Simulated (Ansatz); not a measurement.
These are PBE (plane waves to 420 eV, PAW; Ansatz, a first-principles code) values and carry that method's errors.

Plane-averaged electrostatic potential energy along the normal, in eV from the Fermi level, for a constructed model of the (111)B surface of zinc-blende AlAs, from a spin-polarised start, As-terminated, 2x2 Al adatom at T1 (bottom of the slab: 3 H on 4 bottom sites):

(z (Å), V (eV)): (3.73, 5.70); (4.02, 5.70); (4.31, 5.70); (4.59, 5.70); (4.88, 5.70); (5.17, 5.70); (5.45, 5.70); (5.74, 5.70); (6.03, 5.70); (6.31, 5.69); (6.60, 5.67); (6.89, 5.61); (7.18, 5.49); (7.46, 5.21); (7.75, 4.39); (8.04, 3.67); (8.32, 3.82); (8.61, 2.94); (8.90, 1.00); (9.19, -0.76); (9.47, -2.34); (9.76, -4.57); (10.05, -5.12); (10.33, -3.42); (10.62, -2.11); (10.91, -1.74); (11.19, -0.22); (11.48, 2.03); (11.77, 2.55); (12.06, 1.52); (12.34, -0.62); (12.63, -2.21); (12.92, -3.73); (13.20, -5.31); (13.49, -4.67); (13.78, -2.51); (14.06, -1.39); (14.35, -0.78); (14.64, 1.21); (14.93, 2.69); (15.21, 2.40); (15.50, 0.69); (15.79, -1.39); (16.07, -2.77); (16.36, -4.65); (16.65, -5.24); (16.94, -3.61); (17.22, -1.72); (17.51, -1.12); (17.80, 0.20); (18.08, 2.41); (18.37, 3.01); (18.66, 2.13); (18.94, 0.02); (19.23, -1.80); (19.52, -3.55); (19.81, -5.11); (20.09, -4.44); (20.38, -2.40); (20.67, -1.17); (20.95, -0.34); (21.24, 1.85); (21.53, 3.52); (21.81, 3.90); (22.10, 3.60); (22.39, 3.17); (22.68, 3.02); (22.96, 3.02); (23.25, 3.15); (23.54, 3.56); (23.82, 4.11); (24.11, 4.45); (24.40, 4.63); (24.69, 4.72); (24.97, 4.77); (25.26, 4.80); (25.55, 4.81); (25.83, 4.81); (26.12, 4.82); (26.41, 4.82); (26.69, 4.82); (26.98, 4.82); (27.27, 4.82)

Model: 36-atom slab, 14.8 Å thick at the start with caps and adatoms, 3x3x1 mesh, Fermi-Dirac 0.025 eV, dipole correction, 8 atoms held, the rest relaxed; held to the start's symmetry, so lower structures may exist; spin-polarised from one start with parallel moments (other orders not tried), ending with about 2.0 μB a cell, a value that depends on the mesh; orders that need a larger cell were not tried, no spin-orbit, no U. The slab shows no gap on its mesh. In PBE it lies 0.55 eV a 1x1 cell over the lowest computed structure of the same composition (2x2 Al adatom at H3).

### Question
The surface cell has an area of 56.84 Å². What dipole along the normal does the step between the two vacuum levels imply?

### Answer
the top vacuum level lies 0.88 eV below the bottom one; p = −ε₀ A ΔV (ε₀ = 0.005526 e/(V·Å)) gives 0.28 e·Å a cell.
